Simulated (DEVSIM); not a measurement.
System: abrupt GaAs n-p junction, at 350 K.

Layer 1 from the left is GaAs, thickness (μm) 1.50, Nd (cm⁻³) 1.3e15, τn (s) 6.6e-9, τp (s) 6.6e-9. Layer 2 from the left is GaAs, thickness (μm) 3.30, Na (cm⁻³) 2.3e17, τn (s) 6.6e-9, τp (s) 6.6e-9.

Left contact: ohmic. Right contact: ohmic. Voltage is applied to the left contact. Recombination: SRH at mid-gap, radiative, Auger. Mobility is μmin + (μ − μmin)/(1 + (N/Nref)^α).

The device is made up for the run: typed textbook-type constants, with dimensions and the other settings drawn at random. Values at 300 K; Nc and Nv go as T^1.5, mobilities as T to minus their exponent, the gap by Varshni's rule with the affinity fixed.

GaAs: gap (eV) 1.424, affinity (eV) 4.07, permittivity 12.9, Nc (cm⁻³) 4.7e17, Nv (cm⁻³) 9e18, μn (cm²/Vs) 8500, μp (cm²/Vs) 400, μn,min 500, μp,min 20, Nref,n 6e16, Nref,p 1.5e17, αn 0.39, αp 0.38, T exponent of μn 2.1, T exponent of μp 2.2, B (cm³/s) 2e-10, Cn (cm⁶/s) 1e-30, Cp (cm⁶/s) 1e-30, Varshni α (eV/K) 0.000541, Varshni β (K) 204.

DEVSIM, 1D drift-diffusion, Boltzmann statistics, complete ionisation; no tunnelling, impact ionisation, image-force lowering or self-heating.

**Question.** What does the simulation give for the largest field in the device at zero bias, the dark forward voltage at 1 A/cm², the dark forward voltage at 100 A/cm², the potential step across the device at zero bias?

**Answer.** largest field in the device at zero bias 31000 V/cm; dark forward voltage at 1 A/cm² 0.860 V; dark forward voltage at 100 A/cm² 1.050 V; potential step across the device at zero bias 1.099 V.
